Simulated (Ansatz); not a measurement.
**O on the N site + Al on the Si site (O_N+Al_Si) (beta Si3N4 host)**

The numbers are results of PBE, PAW (plane waves to 420 eV; Ansatz, a first-principles code), not measurements. Cell and caveats: 84-site cell; 2×2×2 shifted k-points; start: the N(1,3-fold) site; Si(1,4-fold) 1.74 Å away; finite-size errors of tenths of an eV; relaxed from one start, so a lower configuration may exist; flagged in the runs: a host whose relaxation on this sampling wasn't shown to rest.

Neighbours after relaxation, in Å: of the Al atom: N 1.81, N 1.81, N 1.81, O 1.91; of the O atom: Si 1.75, Si 1.75, Al 1.91.

```
charge         moment (μB)  largest move off a lattice site (Å)
------  ------------------  -----------------------------------
0       not spin-polarised                                 0.12
```

Flagged in the runs: a host whose relaxation on this sampling wasn't shown to rest.

All states together cost roughly 8 core-minutes.
